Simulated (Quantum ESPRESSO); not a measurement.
# Quick settings and what they miss: Ir (Fm-3m, 1 atom in the cell)

Self-consistent single point.

```
CELL_PARAMETERS angstrom
      0.00000     1.91309     1.91309
      1.91309     0.00000     1.91309
      1.91309     1.91309     0.00000
ATOMIC_POSITIONS crystal
  Ir 0.00000 0.00000 0.00000
```

Level of theory: PBE, SSSP 1.1.2 efficiency (PBE) pseudopotentials (plane waves; Quantum ESPRESSO 7.5).

Base settings: ecutwfc = 40 Ry; ecutrho = 320 Ry; occupations = smearing; smearing = mp; degauss = 0.019992 Ry; potentials = {Ir: Ir_pbe_v1.2.uspp.F.UPF}; K_POINTS = automatic 12 12 12 0 0 0; conv_thr = 1e-10 Ry; mixing_beta = 0.4.

Tight run (finer mesh or higher cutoff; not a proven limit): ecutwfc: 40 Ry → 56 Ry; ecutrho: 320 Ry → 448 Ry; conv_thr: 1e-10 Ry → 7.3e-11 Ry; K_POINTS: automatic 12 12 12 0 0 0 → automatic 17 17 17 0 0 0. It gave Fermi level (on the code's own zero) 25.16 eV; pressure 12.17 GPa.

Quick runs, as changes from the base:
- A: the base itself
- B: ecutwfc: 40 Ry → 24 Ry; ecutrho: 320 Ry → 192 Ry; conv_thr: 1e-10 Ry → 7.3e-06 Ry; K_POINTS: automatic 12 12 12 0 0 0 → automatic 1 1 1 0 0 0
- C: ecutwfc: 40 Ry → 28 Ry; ecutrho: 320 Ry → 224 Ry; smearing: mp → fd; pseudopotentials: {Ir: Ir_pbe_v1.2.uspp.F.UPF} → {Ir: ir_lda_v1.2.uspp.F.UPF}; K_POINTS: automatic 12 12 12 0 0 0 → automatic 8 8 8 0 0 0 [LDA (PZ)]
- D: ecutwfc: 40 Ry → 20 Ry; ecutrho: 320 Ry → 160 Ry; degauss: 0.019992 Ry → 0.0147 Ry; pseudopotentials: {Ir: Ir_pbe_v1.2.uspp.F.UPF} → {Ir: ir_lda_v1.2.uspp.F.UPF}; K_POINTS: automatic 12 12 12 0 0 0 → automatic 2 2 2 1 1 1 [LDA (PZ)]
- E: ecutwfc: 40 Ry → 32 Ry; ecutrho: 320 Ry → 256 Ry; smearing: mp → gauss; conv_thr: 1e-10 Ry → 7.3e-06 Ry; K_POINTS: automatic 12 12 12 0 0 0 → automatic 6 6 6 0 0 0
- F: ecutwfc: 40 Ry → 20 Ry; ecutrho: 320 Ry → 160 Ry; K_POINTS: automatic 12 12 12 0 0 0 → automatic 8 8 8 1 1 1

Energies are extrapolated to zero smearing width, which holds to low order in the width alone (under cold and Methfessel-Paxton smearing the free energy itself is taken).

Dashes: pressure of B, E, not trusted under this conv_thr with d or f elements; energy of C, D, another energy zero.

† marks runs with another functional, U, potentials or spin treatment: their distance from the tight run is not a convergence error alone.

The count of work is k-points × plane waves × bands × iterations; it is no time. 

The starting cell comes from a database of computed structures (which also holds hypothetical and non-ambient phases and stackings), without a prior relaxation at this level. Its lattice was rescaled by a random factor within 2.5 % of one. Spin polarisation is off. In the base run, with a pressure of about 12 GPa the cell is away from its equilibrium volume at this level.

```
run  energy less tight (meV/atom)  pressure less tight (GPa)  count of work / tight
---  ----------------------------  -------------------------  ---------------------
A                             6.4                      -0.64                   0.27
B                         -6644.5                          –                0.00075
C†                              –                     -13.39                  0.060
D†                              –                    -135.52                 0.0024
E                           155.4                          –                  0.021
F                          1512.8                    -117.11                  0.080
```

Among the runs at the tight run's level, the energy misses run from 6.4 to 6644.5 meV/atom.
